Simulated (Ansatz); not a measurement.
# Si vacancy + N on the C site + N on the C site (V_Si+N_C+N_C) in 4H silicon carbide

These are PBE, PAW (plane waves to 420 eV; Ansatz, a first-principles code) values and carry that method's errors. Cell: 96 sites, 3×2×1 repeats of a cell of 16 atoms; final energies on a 2×2×2 shifted mesh. Sites at the start: the Si(k) site; C(h) 1.89 Å away; C(h) 1.89 Å away. Energies of charged states are corrected for periodic images (point charge plus alignment at distant sites). Dielectric constants: PBE linear response of the host. Host gap at this level: 2.23 eV. Finite-size and sampling errors can reach tenths of an eV here. PBE underestimates the host's gap, which shifts levels and can delocalise carriers. Spin–orbit coupling is left out. Each state is the lowest found from its start.

Formation energies E_f are given with the Fermi level at the valence-band maximum. Chemical conditions: C-rich (Δμ(C) = 0.00 eV, Δμ(Si) = -0.41 eV, Δμ(N) = -1.55 eV, bounded by beta Si3N4; only phases computed here count, gases as isolated molecules at 0 K); Si-rich (Δμ(C) = -0.41 eV, Δμ(Si) = 0.00 eV, Δμ(N) = -1.86 eV, bounded by beta Si3N4; only phases computed here count, gases as isolated molecules at 0 K). Reference phases: C: graphite, N: N2 molecule in a box, Si: silicon.

The name describes the start; the neighbours show where the atoms ended.

Charges with a result: +1, 0, −1. Others weren't obtained, and one of them could lie lower, also by skipping a charge.

| charge | moment (μB) | largest move off a lattice site (Å) | neighbours of the last N atom of the defect at the end (Å) | image correction with alignment (eV) | E_f, C-rich (eV) | E_f, Si-rich (eV) | above the lowest spin state (eV) |
|---|---|---|---|---|---|---|---|
| +1† | 1.0 | 0.26 | Si 1.78, Si 1.79, Si 1.79 | -0.08 | – | – | 0.00 |
| +1† | 1.0 | 0.27 | Si 1.78, Si 1.79, Si 1.79 | -0.08 | – | – | 0.00 |
| 0 | 2.0 | 0.25 | Si 1.78, Si 1.78, Si 1.79 | 0.00 | 4.42 | 4.62 | 0.00 |
| 0 | not spin-polarised | 0.28 | Si 1.78, Si 1.78, Si 1.78 | 0.00 | 4.53 | 4.74 | 0.11 |
| −1 | 1.0 | 0.29 | Si 1.78, Si 1.78, Si 1.78 | 0.41 | 5.27 | 5.48 | 0.00 |
| −1 | 1.0 | 0.29 | Si 1.78, Si 1.78, Si 1.78 | 0.41 | 5.27 | 5.48 | 0.00 |

† Not settled in this cell, so no level is given: charge +1: level within 0.1 eV of a band edge or past it.

Starting moments that weren't kept: charge +1 began with 3 μB and ended with 1.0; charge −1 began with 3 μB and ended with 1.0.

Transition levels above the valence-band maximum: ε(0/−1) = 0.86 eV. On the lower envelope of the bound states, inside the gap: (0/−1) at 0.86 eV.

Flagged in the runs: a host whose relaxation on this sampling wasn't shown to rest.

All states together cost very roughly 4 core-hours.
